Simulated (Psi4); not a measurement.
Psi4 1.11, HF/def2-svp: acene of 2 rings, 18 atoms. The geometry is a generated start, not checked to be a minimum at this level.

| Property | Value |
|---|---|
| task | energy |
| method | scf |
| basis | def2-svp |
| memory | 64 GB |
| guess | auto, which took SAD (default) |
| diis_max_vecs | 10 (default) |
| scf_initial_accelerator | adiis (default) |
| e_convergence | 1e-06 (default) |
| d_convergence | 1e-06 (default) |
| basis functions | 180 |

It runs on a single node (Intel Xeon 6 (Granite Rapids), 96 cores on 1 socket, 2 hardware threads a core, 3 L3 cache groups, 3 NUMA nodes).

Wall times, medians of two to five repeats, each run alone on the node (launch to exit). Unless noted, each process is bound to its own block of adjacent cores. The times hold for this build (conda-forge: OpenMP (LLVM), MKL, Libint2). Scratch files lie in a memory file system.

All on 32 threads. Base settings, kept where nothing else is said: scf_type = df (default) (screening, ints_tolerance, df_scf_guess, incfock not set). The candidates, on 32 cores each, agree within 1.0 meV/atom in energy:
A. scf_type = direct, screening = csam (default), ints_tolerance = 1e-12 (default), df_scf_guess = false, incfock = false (default)
B. the base settings
C. scf_type = direct, screening = none, ints_tolerance = 1e-12, df_scf_guess = true (default), incfock = false (default)
D. scf_type = dfdirj+link, screening = csam (default), ints_tolerance = 1e-12 (default), incfock = false (default)
E. scf_type = dfdirj+link, screening = csam (default), ints_tolerance = 1e-12 (default), incfock = true
F. scf_type = direct, screening = density, ints_tolerance = 1e-08, df_scf_guess = true (default), incfock = false (default)
G. scf_type = pk

Task: Which choice gives the shortest wall time?

Result: B (the base settings), 1.9 s. At the other end G takes 5.4× as long.

| candidate | wall time | repeats | SCF iterations |
|---|---|---|---|
| B | 1.9 s | 3 runs within 1 % | 9 |
| F | 2.2 s | 3 runs within 1 % | — |
| C | 2.4 s | 3 runs within 1 % | — |
| A | 3.1 s | 2 runs within 1 % | 9 |
| E | 3.3 s | 3 runs within 4 % | 9 |
| D | 3.4 s | 2 runs within 1 % | 9 |
| G | 10 s | 3 runs within 3 % | 9 |

From the slowest to the fastest: The largest move is in set-up of the integrals (fitting, PK, Cholesky): 5.7 s to 0.19 s. As resolved by the program: JK builder DiskJK against MemDFJK. Launch, exit and the like take 1.2 s of the 1.9 s.
